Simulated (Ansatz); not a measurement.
**Response to strain in InSb**

The parent structure is InSb in the zinc blende structure (space group F-43m, No. 216; a = 6.519 Å). Axes: x, y, z lie along the cube axes.

Strains are applied to the cell and any free atomic positions relax.

Computed with PBEsol (Ansatz, an electronic-structure program), spin-orbit coupling left out.

Notes on the quantities. energy relative to the base: free energy F.

```json
[
 {"change": "base", "energy relative to the base": "0 meV/atom", "shortest interatomic distance": "2.823 Å"},
 {"change": "tensor shear ε_xy = +0.86 %", "energy relative to the base": "+0.9 meV/atom", "shortest interatomic distance": "2.818 Å"},
 {"change": "tensor shear ε_xy = +0.57 %", "energy relative to the base": "+0.4 meV/atom", "shortest interatomic distance": "2.819 Å"},
 {"change": "tensor shear ε_xy = +1.14 %", "energy relative to the base": "+1.5 meV/atom", "shortest interatomic distance": "2.816 Å"},
 {"change": "tensor shear ε_xy = +0.29 %", "energy relative to the base": "+0.1 meV/atom", "shortest interatomic distance": "2.821 Å"},
 {"change": "tensor shear ε_xy = +1.43 %", "energy relative to the base": "+2.4 meV/atom", "shortest interatomic distance": "2.814 Å"},
 {"change": "tensor shear ε_xy = +1.71 %", "energy relative to the base": "+3.5 meV/atom", "shortest interatomic distance": "2.813 Å"},
 {"change": "tensor shear ε_xy = +2.00 %", "energy relative to the base": "+4.7 meV/atom", "shortest interatomic distance": "2.811 Å"}
]
```

No phonon test of stability was made. The final runs are not spin-polarised.
